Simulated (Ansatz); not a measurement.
A periodic model of amorphous In₂₄O₃₇Ca:

```xyz
62
Lattice="9.7355 0.1267 0.0880 0.1267 9.5550 0.0869 0.0880 0.0869 9.4566" Properties=species:S:1:pos:R:3 pbc="T T T"
In     5.0332     5.5200     5.0093
In     6.1645     0.8199     3.4109
In     3.7320     4.9147     9.2008
In     6.9737     4.9998     7.8708
In     7.9127     8.1196     8.8028
In     3.3991     2.7399     3.1053
In     2.1605     4.5255     6.3289
In     6.9764     7.9466     5.7841
In     8.7470     1.3721     0.3203
In     5.4152     7.0214     1.7078
In     9.5485     2.1721     3.2353
In     2.0988     2.2479     8.9337
In     8.5842     5.4196     4.2748
In     2.1768     5.8026     2.6941
In     4.6936     1.9232     6.6346
In     4.0069     7.8490     7.0902
In     7.9179     1.4962     6.7706
In     6.5805     3.9864     1.7144
In     2.0652     8.3366     0.5353
In     1.2571     1.0771     5.9186
In     3.2491     9.0724     3.8723
In     9.0936     8.1014     2.4235
In     9.6312     4.7411     0.3835
In     0.6261     7.3113     6.7115
O      0.0985     5.7557     2.1164
O      7.0374     5.6424     5.7784
O      4.3069     1.3898     4.4838
O      2.1262     8.7009     5.7123
O      1.6881     4.3958     8.4867
O      5.8266     5.4772     3.0675
O      2.6167     2.5255     6.5149
O      4.7704     7.6598     5.0616
O      8.7632     8.7328     6.8929
O      6.6095     0.4714     5.4215
O      0.4170     2.5554     1.1097
O      8.1599     0.7149     2.4802
O      4.1741     2.8688     8.7270
O      8.3860     7.5022     4.2485
O      4.1722     0.2168     7.6973
O      7.1913     0.7261     8.7159
O      5.6891     5.2575     0.2056
O      8.8482     6.1605     8.3322
O      9.6922     8.8175     0.5333
O      1.7703     1.4106     3.6762
O      7.9402     3.6600     9.4702
O      7.3197     7.6179     1.3073
O      9.2842     2.1842     5.3380
O      3.1666     4.6437     4.3142
O      6.4557     3.0984     6.7935
O      3.9761     5.5201     6.9544
O      2.6957     0.6443     0.7572
O      1.7470     7.9155     2.7782
O      3.4348     6.6798     1.0084
O      0.6368     5.6212     5.4233
O      4.9475     8.9899     2.4794
O      2.7607     4.0579     1.6406
O      0.3337     1.4568     7.8831
O      2.1712     7.3815     8.1366
O      8.1163     3.7329     3.2002
O      5.3827     2.3313     2.1097
O      6.1612     7.4057     7.7096
Ca     4.9202     0.8819     0.2657
```

Level of theory: PBE, scalar-relativistic without spin-orbit coupling (plane waves to 420 eV, PAW; Ansatz, a quantum-chemistry and plane-wave program).

The cell was made by melting and quenching with the CHGNet potential and then relaxed with DFT. O atoms were pushed apart under 1.9 Å during the dynamics, to hinder bonds among them. The hot cell started wider than the set density and was brought back towards it in steps. It is the lowest in DFT energy of 2 quenches. It is a model cell: composition and starting density were chosen by hand, and all elements were melted together. No dispersion term was used. Its density started from a set value of 6.40 and ended at 6.40 g/cm³. The simulated quench (nominally 330 K/ps over its main leg) is rapid and tends to freeze in more defects than a deposited or slowly cooled glass has. A cell of this size samples the disorder only roughly. The volume was held where the preparation left it and the shape relaxed, at a PBE pressure of 0.6 GPa. Stress components on the final sampling reach 0.7 GPa.

Cut-offs for bonds: In-In 3.12 Å, In-O 2.76 Å, In-Ca 3.50 Å, O-O 1.58 Å, O-Ca 2.90 Å, Ca-Ca 3.87 Å. Two cations that share two anions don't count as bonded, nor two that share one unless they lie closer than In-In 3.04 Å, In-Ca 3.40 Å, Ca-Ca 3.77 Å.

Give the coordination numbers, mean bond lengths and angles.


```
Property                                                           Value
---------------------------------  -------------------------------------
Mean coordination of In by anions            5.46 (13 with 5, 11 with 6)
Mean coordination of O                       3.70 (11 with 3, 26 with 4)
Mean coordination of Ca by anions                        6.00 (1 with 6)
Mean In-O bond                     2.207 Å (spread 0.116 Å, 131 counted)
Mean O-Ca bond                       2.382 Å (spread 0.098 Å, 6 counted)
Bond angle at In                               mean 105.0°, spread 28.2°
Bond angle at O                                mean 110.2°, spread 16.5°
Bond angle at Ca                               mean 103.4°, spread 29.7°
```

List the pairs of like atoms that count as bonded by the rules above.

There are none by these rules.
